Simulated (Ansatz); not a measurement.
Start from TiSi$_{2}$ (space group Cmcm, No. 63).

```yaml
crystal:
  lattice:
    - [1.76330, -6.75838, 0.00000]
    - [1.76330, 6.75838, 0.00000]
    - [0.00000, 0.00000, 3.56518]
  atoms:
    - { symbol: Si, position: [0.94167, 0.05833, 0.75000] }
    - { symbol: Si, position: [0.05833, 0.94167, 0.25000] }
    - { symbol: Si, position: [0.25029, 0.74971, 0.75000] }
    - { symbol: Si, position: [0.74971, 0.25029, 0.25000] }
    - { symbol: Ti, position: [0.60320, 0.39680, 0.75000] }
    - { symbol: Ti, position: [0.39680, 0.60320, 0.25000] }
```

Cartesian axes are those of the cell as printed.

Level of theory: r2SCAN/PAW in Ansatz (a first-principles code), scalar-relativistic without spin-orbit coupling.

Strains are applied to the cell and any free atomic positions relax; under biaxial strain the out-of-plane vector relaxes too; under stress the whole cell relaxes.

One change was made to it. Results:

The volume per atom goes up by 0.05 Å³ (14.16 Å³ → 14.21 Å³); the band gap remains zero.

Problem. Which change produced these results?
A) uniaxial stress, 2 GPa tension along z
B) uniaxial strain ε_zz = +4.30 %
C) biaxial strain +1.24 %, plane normal [001], relaxed out of plane
D) biaxial strain +1.67 %, plane normal [001], relaxed out of plane

Solution. A, uniaxial stress, 2 GPa tension along z. For comparison, the volume per atom in the other runs: uniaxial strain ε_zz = +4.30 % gives 14.77 Å³; biaxial strain +1.24 %, plane normal [001], relaxed out of plane gives 14.43 Å³; biaxial strain +1.67 %, plane normal [001], relaxed out of plane gives 14.52 Å³.

Without a gap, meshes like the base's 14×14×13 leave anisotropic stresses uncertain by several tenths of a GPa, and small strain energies with them. Beyond what the load breaks, stability against distortions was not tested. All final runs are without spin polarisation.
